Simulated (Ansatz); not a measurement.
Consider Pt in the fcc (Cu type) structure (space group Fm-3m, No. 225; a = 3.942 Å; relaxed with 0.1 eV smearing). Axes: x, y, z lie along the cube axes.

Method: r2SCAN/PAW in Ansatz (a quantum-chemistry and plane-wave program), no spin-orbit coupling.

Strains are applied to the cell and any free atomic positions relax; under biaxial strain the out-of-plane vector relaxes too.

One change was made to it. Results:

The volume per atom drops by 0.29 Å³ to 15.02 Å³; the energy grows by 22 meV/atom.

### Question
Which of these changes matches the shifts?
A. biaxial strain −2.50 %, plane normal [111], relaxed out of plane
B. biaxial strain −1.67 %, plane normal [111], relaxed out of plane
C. biaxial strain −2.08 %, plane normal [111], relaxed out of plane
D. biaxial strain −0.42 %, plane normal [111], relaxed out of plane

### Answer
A, biaxial strain −2.50 %, plane normal [111], relaxed out of plane. For comparison, the energy relative to the base in the other runs: biaxial strain −1.67 %, plane normal [111], relaxed out of plane gives +9.2 meV/atom; biaxial strain −2.08 %, plane normal [111], relaxed out of plane gives +15 meV/atom; biaxial strain −0.42 %, plane normal [111], relaxed out of plane gives +0.5 meV/atom.

Whether these cells are dynamically stable was not tested. The final runs are not spin-polarised.
